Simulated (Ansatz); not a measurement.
Base system: ZnSe in the zinc blende structure (space group F-43m, No. 216; a = 5.665 Å). Axes: x, y, z lie along the cube axes.

The values are results of r2SCAN in Ansatz (plane waves to 500 eV, PAW, no spin-orbit coupling), not measurements.

Strains are applied to the cell and any free atomic positions relax.

One change was made to it. Results:

```tsv
quantity	base	after
band gap	1.87 eV	1.78 eV
energy relative to the base (free energy F)	0 meV/atom	+1.5 meV/atom
shortest interatomic distance	4.636 bohr	4.632 bohr
```

### Question
Name the change that was made.
A) strain tensor (xx, yy, zz, yz, xz, xy) = (−0.68, +1.19, +0.02, −0.26, +0.13, +0.82) %
B) strain tensor (xx, yy, zz, yz, xz, xy) = (+0.17, +0.67, +0.95, +0.27, −0.33, +0.32) %
C) isotropic strain +0.87 %

### Answer
A, strain tensor (xx, yy, zz, yz, xz, xy) = (−0.68, +1.19, +0.02, −0.26, +0.13, +0.82) %. For comparison, the shortest interatomic distance in the other runs: isotropic strain +0.87 % gives 4.676 bohr; strain tensor (xx, yy, zz, yz, xz, xy) = (+0.17, +0.67, +0.95, +0.27, −0.33, +0.32) % gives 4.653 bohr.

Whether these cells are dynamically stable was not tested.

Ansatz is a first-principles code.
